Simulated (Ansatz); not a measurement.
GaP (zinc blende, F-43m); conventional cell a = 5.5057 Å, b = 5.5057 Å, c = 5.5057 Å, α = 90.00°, β = 90.00°, γ = 90.00°.

Dynamical quadrupoles are not included in the interpolation of the phonons between the solved wave vectors.

Problem. By how much do the lattice constants and the volume change from 300 K to 900 K (quasi-harmonic lattice dynamics, Ansatz, a program for electronic structure, PBE functional, plane-wave PAW), and how far does the bulk modulus soften?

Solution. a by 0.45 %, the volume by 1.35 %; B_T goes from 73.6 to 67.6 GPa. The crystal is held in this phase throughout; melting and phase transitions are not modelled.
